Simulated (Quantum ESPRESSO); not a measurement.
**Converging the plane-wave cutoff: MgSc (P4mm, 2 atoms in the cell)**

```
MgSc
1.0
    3.61443     0.00000     0.00000
    0.00000     3.61443     0.00000
    0.00000     0.00000     3.61443
Mg Sc
1 1
Direct
  0.00000   0.00000   0.01383
  0.50000   0.50000   0.50000
```

Method of the run: PBEsol, GBRV 1.5 ultrasoft (PBESOL) pseudopotentials (plane waves; Quantum ESPRESSO).

Base settings: ecutwfc = 50 Ry; ecutrho = 400 Ry; occupations = smearing; smearing = gauss; degauss = 0.0073499 Ry; potentials = {Mg: mg_pbesol_v1.4.uspp.F.UPF, Sc: sc_pbesol_v1.uspp.F.UPF}; K_POINTS = automatic 3 3 3 0 0 0; conv_thr = 1e-09 Ry; mixing_beta = 0.7.

Moved along: ecutrho.

The second cell is the first with its lattice scaled by 0.98.

The mesh stays at the base's, so the ladder's end is converged at best in this setting alone.

Only quantities that move along the ladder and can be compared are tabulated.

The count of work is k-points × plane waves × bands × iterations; it is no time. 

The starting cell comes from a database of computed structures (which also holds hypothetical and non-ambient phases and stackings), without a prior relaxation at this level. Its lattice was rescaled by up to half a per cent. One atom was moved a little off its site on purpose. Without a gap this mesh is coarse (it stands for a supercell whose shortest vector is 11 Å).

Steps (ecutwfc): 17.5 Ry; 20 Ry; 22 Ry; 25 Ry; 28 Ry; 30 Ry; 35 Ry; 40 Ry; 45 Ry; 50 Ry; 55 Ry; 60 Ry; 68 Ry; 75 Ry; 88 Ry; 100 Ry; 120 Ry.

**Question.** What is the coarsest ecutwfc that holds the energy of the compressed cell less the first within 0.2 meV/atom of the last step, with all finer ones?

**Answer.** 35 Ry, at 0.16 of the last step's count of work; the step before is off by 3.2 meV/atom.

**Question.** What is the coarsest ecutwfc that holds the pressure within 1 GPa of the last step, with all finer ones?

**Answer.** 35 Ry, at 0.16 of the last step's count of work; the step before is off by 4.2 GPa.

**Question.** What is the coarsest ecutwfc that holds the forces within 0.01 eV/Å of the last step, with all finer ones?

**Answer.** 20 Ry, at 0.077 of the last step's count of work; the step before is off by 0.072 eV/Å.

| ecutwfc | free energy less the last step's (meV/atom) | energy of the compressed cell less the first (meV/atom) | pressure (GPa) | largest difference of a force vector from the last step's (eV/Å) | count of work / last |
|---|---|---|---|---|---|
| 17.5 Ry | 6969.64 | 586.93 | -188.00 | 0.072 | 0.057 |
| 20 Ry | 3129.83 | 84.43 | -98.99 | 0.008 | 0.077 |
| 22 Ry | 1628.86 | 24.16 | -58.89 | 0.002 | 0.080 |
| 25 Ry | 565.75 | -30.05 | -25.98 | 0.001 | 0.097 |
| 28 Ry | 167.25 | -10.88 | -10.72 | 0.000 | 0.13 |
| 30 Ry | 75.15 | -10.51 | -6.40 | 0.001 | 0.13 |
| 35 Ry | 12.94 | -7.39 | -2.71 | 0.000 | 0.16 |
| 40 Ry | 6.95 | -7.16 | -2.30 | 0.000 | 0.19 |
| 45 Ry | 5.08 | -7.26 | -2.29 | 0.000 | 0.23 |
| 50 Ry | 3.76 | -7.28 | -2.27 | 0.000 | 0.27 |
| 55 Ry | 3.13 | -7.28 | -2.25 | 0.000 | 0.31 |
| 60 Ry | 2.73 | -7.26 | -2.25 | 0.000 | 0.36 |
| 68 Ry | 1.99 | -7.30 | -2.26 | 0.000 | 0.43 |
| 75 Ry | 1.25 | -7.31 | -2.26 | 0.000 | 0.49 |
| 88 Ry | 0.70 | -7.31 | -2.24 | 0.000 | 0.63 |
| 100 Ry | 0.53 | -7.31 | -2.25 | 0.000 | 0.77 |
| 120 Ry | 0.00 | -7.32 | -2.24 | 0.000 | 1.0 |

The energy difference between the two cells stays within 1 meV/atom of the last step's from 35 Ry on, the total only from 88 Ry on: much of the error is common to both cells and cancels.

Two neighbours can agree and both be off: 55 Ry and 60 Ry differ by 0.40 meV/atom in the free energy, yet lie about 2.7 meV/atom from the last step.

At the lowest cutoff the pressure lies 186 GPa under the last step's, the usual sign of Pulay stress in an incomplete plane-wave basis.
